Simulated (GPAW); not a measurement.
## A self-consistent single point of Li₂Si (R-3m, 6 atoms in the cell) with GPAW

Computed with PBEsol, GPAW PAW datasets PBEsol (made by gpaw-setup) (plane waves; GPAW).

Input as run:

```python
from ase import Atoms
from ase.units import GPa
from gpaw import GPAW, PW, FermiDirac

atoms = Atoms(['Li', 'Li', 'Li', 'Li', 'Si', 'Si'],
              cell=[[2.170970, 1.253410, 6.132430],
                    [-2.170970, 1.253410, 6.132430],
                    [0.000000, -2.506820, 6.132430]],
              positions=[[-0.000000, -0.000000, 6.604682],
                         [-0.000000, 0.000000, 11.792608],
                         [-0.000000, -0.000000, 14.625054],
                         [-0.000000, 0.000000, 3.772236],
                         [0.000000, -0.000000, 1.130881],
                         [-0.000000, -0.000000, 17.266409]],
              pbc=True)

calc = GPAW(mode=PW(600),
            xc='PBEsol',
            kpts=(9, 9, 9),
            occupations=FermiDirac(0.1),
            nbands=-10,
            convergence={'density': 1e-05},
            symmetry={'symmorphic': False, 'tolerance': 0.0005},
            maxiter=120,
            txt='-')

atoms.calc = calc

energy = atoms.get_potential_energy()
print('Energy (eV):', round(energy, 6))
forces = atoms.get_forces()
print('Forces (eV/Ang):')
print(forces.round(5))
stress = atoms.get_stress()
print('Stress (GPa, Voigt):', (stress / GPa).round(4))
```

The program printed (abridged):

```
Input parameters:
  convergence: {density: 1e-05}
  kpts: [9 9 9]
  maxiter: 120
  mode: {ecut: 600.0,
         name: pw}
  nbands: -10
  occupations: {fixmagmom: False,
                name: fermi-dirac,
                width: 0.1}
  symmetry: {symmorphic: False,
             tolerance: 0.0005}
  xc: PBEsol

species:
  Li:
    name: Lithium
    Z: 3.0
    valence: 1
    core: 2
    charge: 0.0
    file: Li.PBEsol.gz

    # Using partial waves for Li as LCAO basis

  Si:
    name: Silicon
    Z: 14.0
    valence: 4
    core: 10
    charge: 0.0
    file: Si.PBEsol.gz

    # Using partial waves for Si as LCAO basis

Reference energy: -16547.536913  # eV

Spin-paired calculation

Convergence criteria:
 Maximum [total energy] change in last 3 cyles: 0.0005 eV / valence electron
 Maximum integral of absolute [dens]ity change: 1e-05 electrons / valence electron
 Maximum integral of absolute [eigenst]ate change: 4e-08 eV^2 / valence electron
 Maximum number of scf [iter]ations: 120

Symmetries present (total): 12
Symmetries with fractional translations: 0
729 k-points: 9 x 9 x 9 Monkhorst-Pack grid
85 k-points in the irreducible part of the Brillouin zone
       k-points in crystal coordinates                weights
   0:     0.00000000    0.00000000    0.00000000          1/729
   1:     0.11111111    0.00000000   -0.11111111          6/729
   2:     0.11111111    0.00000000    0.00000000          6/729
   [... 7 lines left out ...]
          ...
  84:     0.44444444    0.44444444    0.44444444          2/729

Wave functions: Plane wave expansion
  Cutoff energy: 600.000 eV
  Number of coefficients (min, max): 3301, 3361
  Pulay-stress correction: 0.000000 eV/Ang^3 (de/decut=0.000000)

Occupation numbers: Fermi-Dirac:
  width: 0.1000  # eV

Eigensolver

Densities:
  Coarse grid: 40*40*40 grid
  Fine grid: 80*80*80 grid
  Total Charge: 0.000000

Density mixing:
  Method: separate
  Backend: pulay
  Linear mixing parameter: 0.05
  old densities: 5
  Damping of long wavelength oscillations: 50

Hamiltonian:
  XC and Coulomb potentials evaluated on a 80*80*80 grid
  External potential:
    NoExternalPotential

XC parameters: PBEsol with 2 nearest neighbor stencil

Number of atoms: 6
Number of atomic orbitals: 24
Number of bands in calculation: 16
Number of valence electrons: 12
Bands to converge: occupied

Density initialized from atomic densities
  16 bands from LCAO basis set

Atomic positions and initial magnetic moments

Positions:
   0 Li    -0.000000   -0.000000    6.604682    ( 0.0000,  0.0000,  0.0000)
   1 Li    -0.000000    0.000000   11.792608    ( 0.0000,  0.0000,  0.0000)
   2 Li    -0.000000   -0.000000   14.625054    ( 0.0000,  0.0000,  0.0000)
   3 Li    -0.000000    0.000000    3.772236    ( 0.0000,  0.0000,  0.0000)
   4 Si     0.000000   -0.000000    1.130881    ( 0.0000,  0.0000,  0.0000)
   5 Si    -0.000000   -0.000000   17.266409    ( 0.0000,  0.0000,  0.0000)

Unit cell:
           periodic     x           y           z      points  spacing
  1. axis:    yes    2.170970    1.253410    6.132430    40     0.0921
  2. axis:    yes   -2.170970    1.253410    6.132430    40     0.0921
  3. axis:    yes    0.000000   -2.506820    6.132430    40     0.0921

  Lengths:   6.625017   6.625017   6.625017
  Angles:   38.257588  38.257588  38.257591

Effective grid spacing dv^(1/3) = 0.1161

     iter     time        total  log10-change:
                         energy   eigst   dens
iter:   1 --:--:--   -20.719514
iter:   2 --:--:--   -20.706649   -1.50  -0.97
iter:   3 --:--:--   -20.782055   -1.59  -1.00
iter:   4 --:--:--   -20.754477   -2.93  -1.20
iter:   5 --:--:--   -20.656274   -2.40  -1.24
iter:   6 --:--:--   -20.655559   -4.38  -2.07
iter:   7 --:--:--   -20.656082c  -5.16  -2.17
iter:   8 --:--:--   -20.655320c  -4.49  -2.22
iter:   9 --:--:--   -20.655360c  -5.25  -2.99
iter:  10 --:--:--   -20.655289c  -5.67  -2.82
iter:  11 --:--:--   -20.655289c  -7.48c -3.65
iter:  12 --:--:--   -20.655289c  -8.54c -3.73
iter:  13 --:--:--   -20.655289c  -8.04c -3.80
iter:  14 --:--:--   -20.655289c  -8.30c -4.01
iter:  15 --:--:--   -20.655289c  -9.80c -4.07
iter:  16 --:--:--   -20.655289c  -8.60c -4.09
iter:  17 --:--:--   -20.655289c  -9.43c -4.39
iter:  18 --:--:--   -20.655289c  -9.11c -4.50
iter:  19 --:--:--   -20.655289c  -9.45c -4.63
iter:  20 --:--:--   -20.655289c -10.93c -4.81
iter:  21 --:--:--   -20.655289c  -9.93c -4.86
iter:  22 --:--:--   -20.655289c -11.05c -5.09c

Converged after 22 iterations.

Dipole moment: (-0.000000, 0.000000, 0.000000) |e|*Ang

Energy contributions relative to reference atoms: (reference = -16547.536913)

Kinetic:        +24.121991
Potential:      -21.093178
External:        +0.000000
XC:             -23.657267
Entropy (-ST):   -0.035382
Local:           -0.009144
SIC:             +0.000000
--------------------------
Free energy:    -20.672980
Extrapolated:   -20.655289

Showing only first 2 kpts
 Kpt  Band  Eigenvalues  Occupancy
  0     4      1.95527    1.99785
  0     5      4.19322    0.00000
  0     6      4.19322    0.00000
  0     7      5.03576    0.00000

  1     4      1.31895    2.00000
  1     5      2.95997    0.07734
  1     6      3.56141    0.00020
  1     7      5.50754    0.00000

Fermi level: 2.63864

No gap
No difference between direct/indirect transitions
Energy (eV): -20.655289

Forces in eV/Ang:
  0 Li    0.00000    0.00000   -0.09006
  1 Li    0.00000   -0.00000    0.09006
  2 Li   -0.00000    0.00000   -0.02682
  3 Li   -0.00000    0.00000    0.02682
  4 Si    0.00000   -0.00000    0.17704
  5 Si    0.00000    0.00000   -0.17704

Stress tensor:
     0.001936    -0.000000     0.000000
    -0.000000     0.001936     0.000000
     0.000000     0.000000     0.001247
Stress (GPa, Voigt): [ 0.3102  0.3102  0.1997  0.      0.     -0.    ]
```

The run converged in 22 iterations. GPAW prints stress with tension positive.

The starting cell comes from a database of computed structures (which also holds hypothetical and non-ambient phases and stackings), without a prior relaxation at this level.

Cost on one core of a shared machine: roughly 2 min.
